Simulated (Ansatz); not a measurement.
The reference is SnO (space group P4/nmm, No. 129; a = 3.837 Å, c = 4.759 Å; layered, stacked along the Cartesian z axis). Axes: x, y, z lie along a, b, c of the conventional cell.

The values are results of plane-wave PAW DFT at the PBE-D3(BJ) level (Ansatz, a program for electronic structure, 420 eV), no SOC, not measurements.

Before the change:

| Item | Result |
|---|---|
| Pressure | 0.0 GPa |
| Volume per atom | 17.52 Å³ |

Now apply this change: compressive biaxial strain of 0.60 % in the plane normal to [001], as in epitaxy on a mismatched substrate; the out-of-plane cell vector and the atoms relax.

Question: How does this affect the pressure?

Answer: The pressure (mean of the normal stresses, compression positive) goes from zero to 0.7 GPa.

Question: How does this affect the volume per atom?

Answer: The volume per atom shrinks by 0.14 Å³ (17.52 Å³ → 17.38 Å³).

Stability against distortions was not tested. The final runs are not spin-polarised.
